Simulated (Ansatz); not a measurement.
The parent structure is AlAs in the zinc blende structure (space group F-43m, No. 216; a = 5.675 Å). Axes: x, y, z lie along the cube axes.

Method: Ansatz (an electronic-structure program), PBEsol, PAW, cutoff 420 eV, spin-orbit coupling left out.

Base values:

| Property | Value |
|---|---|
| Smallest direct gap | 1.91 eV |
| Valence-band top at Γ | 0.00, 0.00, 0.00 eV |
| Band gap | 1.34 eV |

Modification: tensor shear ε_xz = +0.79 % (engineering shear γ = 0.0158), atoms relaxed at fixed cell.

What does the calculation give for the smallest direct gap after the change?

The smallest direct gap shrinks by 0.08 eV (1.91 eV → 1.83 eV).

How does this affect the stress?

The stress (xx, yy, zz, yz, xz, xy; compression positive) amounts to (0.01, -0.01, 0.01, 0.00, -0.81, 0.00) GPa.

How does this affect the valence-band top at Γ?

The valence-band top at Γ (three highest levels, from the VBM) goes from 0.00, 0.00, 0.00 eV to 0.00, -0.07, -0.13 eV.

How does this affect the band gap?

The band gap decreases by 0.08 eV (1.34 eV → 1.26 eV).

What does the calculation give for the energy relative to the base after the change?

The energy rises by 0.9 meV/atom.

The cells carry an imposed strain or load. Semilocal Kohn–Sham gaps tend to fall short of experiment. Stability against distortions was not tested.
